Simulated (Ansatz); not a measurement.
Take NbAs (space group I4_1md, No. 109; a = 3.439 Å, c = 11.592 Å) as the base.

Levels (all Ansatz, a quantum-chemistry and plane-wave program, PAW, earlier PAW set): PBEsol (420 eV, scalar-relativistic without spin-orbit coupling); r2SCAN (500 eV, no spin-orbit coupling).

The geometry is relaxed with PBEsol.

| Quantity | Value |
|---|---|
| PBEsol pressure | 0.0 GPa |

Predict the pressure from r2SCAN.

The pressure goes from zero to 4.4 GPa.

Single points use the geometry relaxed with PBEsol. Their cutoffs differ, which shifts pressures a little. Whether these cells are dynamically stable was not tested. The final runs are not spin-polarised.
